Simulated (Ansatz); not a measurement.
Hypothetical P6_3/mmc PbI2: 4 layers

Base system: PbI2 in the 2H-MoS2 type structure (space group P6_3/mmc, No. 194; a = 4.3977 Å, c = 14.8453 Å; a hypothetical phase, not in the database extracts checked).

One thing is altered: a free-standing slab of 4 layers (12 atoms, 3 a layer) is cut normal to the stacking axis, with 15 Å of vacuum and the in-plane cell relaxed.

Level of theory: plane-wave PAW DFT at the PBE-D3(BJ) level (Ansatz, a first-principles code, 420 eV), without spin-orbit coupling, earlier PAW set. Γ-centred 9×9×1 mesh, Fermi–Dirac width 0.05 eV, for the changed cell.

```tsv
quantity	base	changed	shift
shortest interatomic distance	3.261 Å	3.261 Å	0.000 Å
band gap	1.99 eV	2.08 eV	+0.09 eV
gap character	–	indirect, K–Γ (87 % along) → K	–
smallest direct gap	2.34 eV	2.27 eV	-0.063 eV
electron mass (in plane)	–	0.60 mₑ (at K)	–
excess energy per area of both faces (slab less bulk energy over the cell's area: twice a surface energy)	–	0.21 J/m²	–
in-plane lattice parameter a	4.398 Å	4.399 Å	+0.001 Å
```

Cost of the whole job for the changed cell (relaxation, final SCF and bands): about 7 core-minutes (a rough figure).

The excess energy carries the mismatch between the slab's and the bulk's meshes. With I and Pb present, leaving out spin-orbit coupling can change the band edges. Effective masses come from finite differences of ±0.01 Å⁻¹. Whether these cells are dynamically stable was not tested. k-point labels follow each cell's own Brillouin zone.
